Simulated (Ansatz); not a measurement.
**BAs (model structure, started from the WC type, P-6m2, No. 187, 2 atoms in the cell): properties by level of theory**

```json
[
 {"level (code)": "LDA (Ansatz)", "lattice constant a (Å)": "[?]", "c axis length (Å)": "2.865", "cohesive energy (eV/atom)": "4.50"},
 {"level (code)": "PBE (Ansatz)", "lattice constant a (Å)": "3.193", "c axis length (Å)": "2.900", "cohesive energy (eV/atom)": "3.52"},
 {"level (code)": "PBEsol (Ansatz)", "lattice constant a (Å)": "3.150", "c axis length (Å)": "2.882", "cohesive energy (eV/atom)": "4.02"},
 {"level (code)": "PBE-D3(BJ) (Ansatz)", "lattice constant a (Å)": "3.145", "c axis length (Å)": "[?]", "cohesive energy (eV/atom)": "[?]"},
 {"level (code)": "r²SCAN (Ansatz)", "lattice constant a (Å)": "3.191", "c axis length (Å)": "2.883", "cohesive energy (eV/atom)": "[?]"},
 {"level (code)": "r²SCAN+rVV10 (Ansatz)", "lattice constant a (Å)": "[?]", "c axis length (Å)": "2.881", "cohesive energy (eV/atom)": "3.54"}
]
```

**Question.** Some entries are withheld; supply them.

**Answer.** 
- LDA (Ansatz, an electronic-structure program), lattice constant a (Å): 3.130
- PBE-D3(BJ) (Ansatz), c axis length (Å): 2.875
- PBE-D3(BJ) (Ansatz), cohesive energy (eV/atom): 3.87
- r²SCAN (Ansatz), cohesive energy (eV/atom): 3.35
- r²SCAN+rVV10 (Ansatz), lattice constant a (Å): 3.181

Ansatz's density-functional and Hartree–Fock values are scalar-relativistic unless marked +SOC, with PAW data made under PBE.

Free atoms are spin-polarised, in the lowest state found; at levels without +SOC their spin–orbit coupling is left out.

The computed numbers hold no vibrational or temperature effects.

A model structure was made by putting elements into a prototype or built by hand; it is no filed structure, need not be a known phase, and can be a saddle point held by its symmetry.
